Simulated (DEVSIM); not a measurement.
System: Al/SiO2/p-Ge capacitor, at 300 K.

```tsv
layer (left to right)	material	thickness (nm)	Na (cm⁻³)
1	SiO2	44.0	-
2	Ge	1000	3.4e17
```

Metal gate on the left, work function 4.1 eV. Fixed charge at the semiconductor interface 1.7e11 cm⁻² (in units of +e); interface traps 3e11 cm⁻² eV⁻¹, uniform in energy, neutral level at 0.7 of the gap above the valence band.

The device is made up for the run: typed textbook-type constants, with dimensions and the other settings drawn at random. Values at 300 K.

```
parameter      SiO2       Ge
-------------  ----  -------
gap (eV)          9    0.664
affinity (eV)   0.9        4
permittivity    3.9       16
Nc (cm⁻³)         -  1.04e19
Nv (cm⁻³)         -     6e18
```

DEVSIM, 1D Poisson equation in equilibrium, Boltzmann statistics, complete ionisation; no quantum confinement or tunnelling. Metal contacts follow the ideal Schottky-Mott rule: no Fermi-level pinning, no interface dipoles.

**Question.** Tabulate band edges, carrier densities and field at 1.25 V on the gate.

**Answer.** Energies count from the Fermi level of the right contact; mesh points crowd at the junctions.

| x (μm) | Ec (eV) | Ev (eV) | n (cm⁻³) | p (cm⁻³) | field (V/cm) |
|---|---|---|---|---|---|
| 0.000 | 1.950 | -7.050 | < 1e2 | < 1e2 | 350000 |
| 0.001423 | 2.000 | -7.000 | < 1e2 | < 1e2 | 350000 |
| 0.004315 | 2.102 | -6.898 | < 1e2 | < 1e2 | 350000 |
| 0.01074 | 2.329 | -6.671 | < 1e2 | < 1e2 | 350000 |
| 0.02837 | 2.950 | -6.050 | < 1e2 | < 1e2 | 350000 |
| 0.03742 | 3.269 | -5.731 | < 1e2 | < 1e2 | 350000 |
| 0.04161 | 3.417 | -5.583 | < 1e2 | < 1e2 | 350000 |
| 0.04389 | 3.498 | -5.503 | < 1e2 | < 1e2 | 350000 |
| 0.04520 | 0.414 | -0.250 | 1.1e12 | 3.8e14 | 110000 |
| 0.04816 | 0.444 | -0.220 | 3.6e11 | 1.2e15 | 96000 |
| 0.05443 | 0.497 | -0.167 | 4.7e10 | 9.4e15 | 72000 |
| 0.07706 | 0.580 | -0.084 | 1.9e9 | 2.3e17 | 11000 |
| 0.1173 | 0.590 | -0.074 | 1.3e9 | 3.4e17 | 96 |
| 0.2106 | 0.590 | -0.074 | 1.3e9 | 3.4e17 | ≈ 0 |
| 0.5380 | 0.590 | -0.074 | 1.3e9 | 3.4e17 | ≈ 0 |
| 0.8070 | 0.590 | -0.074 | 1.3e9 | 3.4e17 | ≈ 0 |
| 0.9394 | 0.590 | -0.074 | 1.3e9 | 3.4e17 | ≈ 0 |
| 0.9982 | 0.590 | -0.074 | 1.3e9 | 3.4e17 | ≈ 0 |
| 1.029 | 0.590 | -0.074 | 1.3e9 | 3.4e17 | ≈ 0 |
| 1.038 | 0.590 | -0.074 | 1.3e9 | 3.4e17 | ≈ 0 |
| 1.042 | 0.590 | -0.074 | 1.3e9 | 3.4e17 | ≈ 0 |
| 1.044 | 0.590 | -0.074 | 1.3e9 | 3.4e17 | ≈ 0 |
